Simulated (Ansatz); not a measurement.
## What biaxial strain −0.50 %, plane normal [001], relaxed out of plane does to Pt

The parent structure is Pt in the fcc (Cu type) structure (space group Fm-3m, No. 225; a = 3.895 Å; relaxed with 0.1 eV smearing). Axes: x, y, z lie along the cube axes.

Perturbation: biaxial strain −0.50 %, plane normal [001], relaxed out of plane (Cartesian); in-plane vectors clamped, the third vector and the atoms free.

Level of theory: LDA (Ansatz, a first-principles code; PAW; 420 eV plane waves; scalar-relativistic without spin-orbit coupling). Γ-centred 29×29×29 mesh, Fermi–Dirac width 0.1 eV.

The volume per atom shrinks by 0.05 Å³ to 14.73 Å³ and the shortest interatomic distance decreases by 1.38 pm (275.4 pm → 274.1 pm). The energy rises by 0.7 meV/atom and the pressure (mean of the normal stresses, compression positive) goes from zero to 1.0 GPa. The band gap stays zero and the out-of-plane strain comes out as +0.70 %. The mean in-plane stress (compression positive) amounts to +1.4 GPa.

Cost of the whole job for the changed cell (relaxation, final SCF and bands): about 90 core-seconds (a rough figure).

No phonon test of stability was made. All final runs are without spin polarisation.
